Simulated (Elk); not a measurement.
Troubleshooting Elk: a failed run on K2S (Fm-3m, 3 atoms in the cell). The aim is a self-consistent single point with DFT, LDA (PW92), all-electron FP-LAPW, Elk's shipped species files, default APW+lo basis.

Cell that was meant: a = 5.2424 Å, b = 5.2424 Å, c = 5.2424 Å, α = 60.00°, β = 60.00°, γ = 60.00°.

Part of the input:

```
atoms
  2   : nspecies
  'K.in'   : spfname
  3   : natoms; atposl, bfcmt below
  0.7500000000  0.7500000000  0.7500000000    0.0 0.0 0.0
  0.2500000000  0.2500000000  0.2500000000    0.0 0.0 0.0
  'S.in'   : spfname
```

Log, with long lists cut:

```
│ Elk code version 10.2.4 started │

Error(readinput): error reading from elk.in
Problem occurred in 'atoms' block
Check input convention in manual
```

Q: From the messages shown, name the fault and mend the input.

A: The fault is an atom count that does not match the list of atoms (count of atoms one too high); here the program stops on it instead of giving results. To fix it, make the count match the list. The program stopped before any SCF iteration.

The sound input it was made from differs as follows (other fixes are possible):
```diff
-  3   : natoms; atposl, bfcmt below
+  2   : natoms; atposl, bfcmt below
```

With that input, the run converged in 15 iterations: total energy -43520.0203 eV; top of the valence band (on the code's own zero) 0.56 eV; gap on the k-point mesh 2.12 eV (DFT, LDA (PW92), all-electron FP-LAPW, Elk's shipped species files, default APW+lo basis).

On the sound input: the starting cell comes from a database of computed structures (which also holds hypothetical and non-ambient phases and stackings), without a prior relaxation at this level. Values depend on the basis (sphere radii, cutoffs, local orbitals), which need not be converged.
